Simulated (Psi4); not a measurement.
Psi4 1.11, unrestricted HF/def2-svp: Mo(O)2(OH) ([O]=[Mo](=[O])[OH]), charge 0, multiplicity 2, 5 atoms. The geometry is a generated start, not checked to be a minimum at this level.

```
Quantity                                             Result
--------------------------  -------------------------------
task                                                 energy
method                                                  scf
basis                                              def2-svp
memory                                                 3 GB
maxiter                                                 100
keys of the molecule block                      symmetry c1
scf_type                                       df (default)
e_convergence                               1e-06 (default)
d_convergence                               1e-06 (default)
effective core potentials   those of the basis set, past Kr
basis functions                                          78
```

```xyz
5

Mo     0.2997    -0.3422     0.2787
O      1.8107    -0.7454    -0.2044
O     -0.2105    -1.0535     1.6623
O     -0.6813     0.7604    -0.6142
H     -1.2186     1.3807    -1.1224
```

Charge 0 and multiplicity 2 are set for this test and not shown to be the ground state.

With the defaults (damping_percentage = 0, diis = true, scf_initial_accelerator = adiis, diis_max_vecs = 10, guess = auto, which took SAD, soscf = false, soscf_start_convergence = 0.01, level_shift = 0, level_shift_cutoff = 0.01) it converges in 22 SCF iterations. One run each on 2 threads, with these changes:
- damping_percentage = 60
- diis_max_vecs = 20
- guess = gwh
- damping_percentage = 20
- level_shift = 0.1, level_shift_cutoff = 0.001
- soscf = true, soscf_start_convergence = 0.001
- damping_percentage = 60, diis = false, scf_initial_accelerator = none
- guess = modhuckel
- guess = sap

Q: Name the settings that don't reach the solution of the defaults.

A: No convergence: damping_percentage = 20; damping_percentage = 60; damping_percentage = 60, diis = false, scf_initial_accelerator = none (the run ends without SCF convergence in 100 iterations). The rest reach the solution of the defaults.

| setting | SCF iterations | JK calls | end |
|---|---|---|---|
| soscf = true, soscf_start_convergence = 0.001 | 17 | 78 | same solution |
| guess = sap | 19 | 19 | same solution |
| diis_max_vecs = 20 | 20 | 21 | same solution |
| guess = gwh | 20 | 20 | same solution |
| the defaults | 22 | 23 | same solution |
| level_shift = 0.1, level_shift_cutoff = 0.001 | 22 | 23 | same solution |
| guess = modhuckel | 23 | 43 | same solution |
| damping_percentage = 20 | 100 | 101 | no convergence |
| damping_percentage = 60 | 100 | 101 | no convergence |
| damping_percentage = 60, diis = false, scf_initial_accelerator = none | 100 | 101 | no convergence |

An SOSCF iteration holds several JK calls; a Hückel guess adds calls on atoms.
